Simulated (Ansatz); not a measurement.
Seebeck coefficient (μV/K, mean over directions) of n-type ScAgSe₂ (P-3m1) against carrier density, PBEsol, rigid bands (Ansatz, a quantum-chemistry and plane-wave program). Computed gap 0.40 eV; densities at which minority carriers matter at this gap, or further valleys turn the trend, are left out. Conductivity mass 0.47 mₑ (harmonic mean over directions), N_c = 3.0e19 cm⁻³ at 300 K.

| electron density | 300 K |
|---|---|
| 1e17 cm⁻³ | -703 |
| 1e18 cm⁻³ | -505 |
| 3e18 cm⁻³ | -411 |
| 1e19 cm⁻³ | … |
| 3e19 cm⁻³ | … |
| 1e20 cm⁻³ | -136 |
| 3e20 cm⁻³ | -81 |
| 1e21 cm⁻³ | -48 |

Task: Fill in the missing entries.

Result: 
- 1e19 cm⁻³, 300 K: -310
- 3e19 cm⁻³, 300 K: -221

Rigid bands with a gap fixed in temperature, one relaxation time for all states, no polarons or phonon drag, and whether or not such doping can be reached. Spin-orbit coupling is left out.

Computed structure with no diffraction record at hand here (it may be known, metastable or hypothetical): ScAgSe2 (P-3m1).
